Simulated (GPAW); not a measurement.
A self-consistent single point of In3Ge (P6_3/mmc, 8 atoms in the cell) with GPAW.

Level of theory: LDA (Perdew-Wang 92), GPAW PAW datasets LDA (gpaw-data 1.0.1) (plane waves; GPAW).

```
CELL_PARAMETERS angstrom
      6.56542     0.00000     0.00000
     -3.28271     5.68582     0.00000
      0.00000     0.00000     5.21578
ATOMIC_POSITIONS crystal
  In 0.34274 0.17137 0.75000
  In 0.65726 0.82863 0.25000
  In 0.17137 0.34274 0.25000
  In 0.82863 0.65726 0.75000
  In 0.82863 0.17137 0.75000
  In 0.17137 0.82863 0.25000
  Ge 0.66667 0.33333 0.25000
  Ge 0.33333 0.66667 0.75000
```

Reference input (self-consistent single point, DFT PBEsol, plane waves, GPAW PAW datasets PBEsol (made by gpaw-setup)): mode = pw; ecut = 550 eV; xc = PBEsol; kpts = 3 3 4; mesh shift (steps) = 0 0 0; occupations.name = methfessel-paxton; occupations.width = 0.2 eV; occupations.order = 0; nbands = -12; convergence.density = 1e-05 e/electron; convergence.energy = 1e-05 eV/electron; symmetry.symmorphic = false. This run's input differs from it in these lines:

```diff
@@ -19,3 +19,3 @@
 calc = GPAW(mode={'name': 'pw', 'ecut': 550},
-            xc='PBEsol',
+            xc='LDA',
             kpts={'size': (3, 3, 4), 'gamma': True},
```

Its files differ too (potentials: GPAW PAW datasets LDA (gpaw-data 1.0.1)).

Output, abridged:

```
     iter     time        total  log10-change:
                         energy   eigst   dens
iter:   1 --:--:--   -30.182062
iter:   2 --:--:--   -30.149207   -1.84  -1.55
iter:   3 --:--:--   -29.932537   -2.15  -1.58
iter:   4 --:--:--   -29.957237   -2.64  -1.84
iter:   5 --:--:--   -29.896305   -3.08  -2.07
iter:   6 --:--:--   -29.886633   -4.23  -2.62
iter:   7 --:--:--   -29.876637   -3.82  -2.75
iter:   8 --:--:--   -29.876785   -5.35  -3.17
iter:   9 --:--:--   -29.876984c  -5.58  -3.21
iter:  10 --:--:--   -29.876501c  -4.90  -3.31
iter:  11 --:--:--   -29.876560c  -6.01  -3.62
iter:  12 --:--:--   -29.876562c  -7.01  -3.71
iter:  13 --:--:--   -29.876541c  -6.02  -3.74
iter:  14 --:--:--   -29.876561c  -6.98  -4.11
iter:  15 --:--:--   -29.876569c  -7.54c -4.52
iter:  16 --:--:--   -29.876565c  -8.02c -4.62
iter:  17 --:--:--   -29.876567c  -8.40c -4.67
iter:  18 --:--:--   -29.876560c  -9.01c -4.72
iter:  19 --:--:--   -29.876559c  -9.93c -5.41c
Converged after 19 iterations.

Dipole moment: (-0.000000, 0.000000, -0.000000) |e|*Ang

Energy contributions relative to reference atoms: (reference = -1073041.377958)

Kinetic:        +68.740413
Potential:      -62.878763
External:        +0.000000
XC:             -36.537085
Entropy (-ST):   -0.147967
Local:           +0.872860
SIC:             +0.000000
--------------------------
Free energy:    -29.950543
Extrapolated:   -29.876559

Showing only first 2 kpts
 Kpt  Band  Eigenvalues  Occupancy
  0    41      6.71514    1.73806
  0    42      6.71517    1.73798
  0    43      7.11029    0.09446
  0    44      7.21252    0.01661

  1    41      5.33440    2.00000
  1    42      5.33442    2.00000
  1    43      5.41518    2.00000
  1    44      5.94596    2.00000

Fermi level: 6.87379

No gap
   [... lines left out ...]
  2 In    0.00000    0.04286    0.00000
  3 In   -0.00000   -0.04286    0.00000
  4 In   -0.03712    0.02143   -0.00000
  5 In    0.03712   -0.02143   -0.00000
  6 Ge    0.00000   -0.00000    0.00000
  7 Ge    0.00000    0.00000    0.00000

Stress tensor:
     0.036468    -0.000000     0.000000
    -0.000000     0.036468    -0.000000
     0.000000    -0.000000    -0.014895
Stress (GPa, Voigt): [ 5.8428  5.8428 -2.3864 -0.      0.     -0.    ]
```

The run converged in 19 iterations. GPAW prints stress with tension positive. Against the reference run the pressure goes from -1.51 to -3.10 GPa and the largest force goes from 0.022 to 0.043 eV/Å.

The starting cell comes from a database of computed structures (which also holds hypothetical and non-ambient phases and stackings), without a prior relaxation at this level. Its lattice was rescaled by a random factor within 2.5 % of one. With a pressure of about -3 GPa the cell is away from its equilibrium volume at this level.

Cost on one core of a shared machine: roughly 40 s.
